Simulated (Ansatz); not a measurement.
An Ansatz (a program for electronic structure) input (DFT with PBEsol, PAW potentials and a 420 eV plane-wave cutoff in Ansatz, no spin-orbit coupling):

Ansatz 0.2 input:
```yaml
crystal:
  lattice:
    - [0, 3.4672200789, 3.4672200789]
    - [3.4672200789, 0, 3.4672200789]
    - [3.4672200789, 3.4672200789, 0]
  atoms:
    - { symbol: Mg, position: [0.5, 0.5, 0.5] }
    - { symbol: Mg, position: [0.75, 0.75, 0.75] }
    - { symbol: Cu, position: [0.125, 0.625, 0.125] }
    - { symbol: Cu, position: [0.125, 0.125, 0.125] }
    - { symbol: Cu, position: [0.625, 0.125, 0.125] }
    - { symbol: Cu, position: [0.125, 0.125, 0.625] }
basis: { ecutwfc: 420, ecutrho_ratio: 4, xc_grid: 2, fft_grid_basis: typed }
kpoints: { mp_grid: { grid: [12, 12, 12] } }
hamiltonian:
  xc: pbesol
  dispersion: none
  pseudopotentials: { kind: paw }
scf: { occupations: { method: fermi_dirac, width: 0.05 }, convergence: { dr2_threshold: 0.0000000006 } }
output: { forces: true, stress: true }
```

### Question
Which symmetry and how many k-points will the program report, and about how many plane waves at Γ?

### Answer
Space group Fd-3m (ITA 227) with 48 operations, k-points 72 of 1728, and 1639 plane waves at Γ.

Stability against distortions was not tested. All final runs are without spin polarisation. The cell is MgCu2 in the cubic Laves (MgCu2 type) structure (space group Fd-3m, No. 227).
